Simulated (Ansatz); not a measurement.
# Response to strain in hypothetical I-4 ZnIn2O4

The reference is ZnIn2O4 (space group I-4, No. 82; a = 4.695 Å, c = 10.027 Å; a hypothetical phase, not in the database extracts checked). Axes: x, y, z lie along a, b, c of the conventional cell.

Strains are applied to the cell and any free atomic positions relax; under biaxial strain the out-of-plane vector relaxes too; under stress the whole cell relaxes.

Levels (all Ansatz, a program for electronic structure, PAW): PBEsol (420 eV, scalar-relativistic without spin-orbit coupling); r2SCAN (500 eV, spin-orbit coupling left out).

Band gaps by level, all at the geometries relaxed with PBEsol:

| case | PBEsol | r2SCAN |
|---|---|---|
| base | 0.83 eV | 1.28 eV |
| biaxial strain +0.57 %, plane normal [001], relaxed out of plane | 0.84 eV | 1.29 eV |
| uniaxial stress, 0.5 GPa compression along x | 0.26 eV | 0.75 eV |

Single points use the geometry relaxed with PBEsol. Beyond what the load breaks, stability against distortions was not tested. Under uniaxial stress, 0.5 GPa compression along x the cell changed shape so far that it is another structure. The zero or small gap of ZnIn2O4 under uniaxial stress, 0.5 GPa compression along x can change with the level of theory.
